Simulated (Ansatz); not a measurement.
The reference is Pd in the fcc (Cu type) structure (space group Fm-3m, No. 225; relaxed with 0.1 eV smearing).

```yaml
crystal:
  lattice:
    - [0.00000, 1.92070, 1.92070]
    - [1.92070, 0.00000, 1.92070]
    - [1.92070, 1.92070, 0.00000]
  atoms:
    - { symbol: Pd, position: [0.00000, 0.00000, 0.00000] }
```

Cartesian axes are those of the cell as printed.

The values are results of LDA, PAW, 420 eV (Ansatz, a first-principles code; no SOC), not measurements.

Now apply this change: tensor shear ε_xy = +2.00 % (engineering shear γ = 0.0400); the atoms relax in the strained cell.

### Question
Predict the stress tensor and what it implies for the stiffness.

### Answer
Stress of the strained cell less that of the base (GPa, compression positive):
```
    0.6    -3.8     0.0
   -3.8     0.6     0.0
    0.0     0.0    -0.2
```

Then −Δσ/γ with γ = 2ε = 0.0400 gives secant stiffness values (nonlinear terms included at this strain): C66 ≈ 94 GPa.

As a check, the harmonic strain energy −½ V₀ Δσ:ε is 6.6 meV/atom; the computed energy rise is 6.6 meV/atom.

Stability against distortions was not tested. All final runs are without spin polarisation.
